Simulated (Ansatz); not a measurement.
We consider TiTeS (P3m1, No. 156, 3 atoms in the cell; start mp-1216680), described by PBEsol in Ansatz (PAW).

Input:

Ansatz 0.2 input:
```yaml
crystal:
  lattice:
    - [3.5153977451, 0.0, 0.0]
    - [-1.7576988725, 3.0444237517, 0.0]
    - [0.0, 0.0, 6.1064522324]
  atoms:
    - { symbol: Ti, position: [0.3333333333, 0.6666666667, 0.0344154987] }
    - { symbol: Te, position: [0.0, 0.0, 0.7236963719] }
    - { symbol: S, position: [0.6666666667, 0.3333333333, 0.2418881293] }
basis:
  ecutwfc: 520
  ecutrho_ratio: 4
  xc_grid: 2
kpoints:
  mp_grid: { grid: [18, 18, 10] }
hamiltonian:
  xc: pbesol
  dispersion: none
  pseudopotentials: { kind: paw }
scf:
  occupations: { method: fermi_dirac, width: 0.05 }
  convergence: { dr2_threshold: 0.0000000003 }
output:
  forces: true
  stress: true
  eigenvalues: true
```

From the output:

```
Crystal: 3 atoms, lattice volume = 65.353 Å³
Basis set: ecut = 520 eV, 1811 PW (Γ), exchange–correlation on 54×54×96 points (8 copies of the dense FFT grid, shifted against one another)
Bands: 21, of which v1, the nominal top of the filled ones, is band 17 counted from 1 (16 counted from 0)
Symmetry: 6 space group operations
Space group: P3m1 (ITA 156), of the structure as read, at distance tolerance 4.0e-5 Å
k-points: 330 of 3240 (time reversal used)
Functional: x = pbesol(κ = 0.804, μ = 0.12345679012345678), c = pbesol(β = 0.046)
SCF iter   1: F=—  HF=-10263.494459 eV  |F-HF|=—  |Δ(HF+E_count)|=         —  Δρ=5.77e-3  dr2=4.79e-2
SCF iter   2: F=—  HF=-10263.487137 eV  |F-HF|=—  |Δ(HF+E_count)|=   7.32e-3  Δρ=3.20e-3  dr2=1.82e-2
  ...
SCF iter   9: F=—  HF=-10263.483526 eV  |F-HF|=—  |Δ(HF+E_count)|=   1.84e-9  Δρ=8.44e-7  dr2=5.34e-10
SCF iter  10: F=-10263.483526 eV  HF=-10263.483526 eV  |F-HF|=1.27e-11  |Δ(HF+E_count)|=  9.28e-11  Δρ=2.91e-7  dr2=7.53e-11
SCF 1 converged in 10 iterations: F = -10263.483526 eV  dr2 = 7.53e-11
SCF converged after 10 iterations
Free energy (F): -10263.483526 eV
Internal energy: -10263.472179 eV  (E = F + TS)
E sigma→0 (E₀):  -10263.477853 eV
Fermi energy:    10.184693 eV
--- Forces (eV/Å), atoms counted from 1 ---
  atom   1  Ti     0.00000000     0.00000000    -0.01774840
  atom   2  Te     0.00000000     0.00000000     0.15902842
  atom   3  S      0.00000000     0.00000000    -0.14127852
--- Stress (GPa, compression-positive) ---
       -0.485449      -0.000000       0.000000
       -0.000000      -0.485449      -0.000000
       -0.000000      -0.000000      -0.135238
  P = ⅓ Tr σ = -0.3687 GPa (-3.687 kbar)
```

The PAW data were made under PBE.

Note: cell and atoms aren't relaxed at this level (largest force component 0.16 eV/Å, pressure -0.4 GPa). Note: the cell has widely spaced layers and the level no dispersion term, so their spacing and the moduli can rest on weak binding.

The result took very roughly 90 core-seconds.

A start named mp-… is a Materials Project structure, which need not be a measured phase.

Ansatz is a quantum-chemistry and plane-wave program.
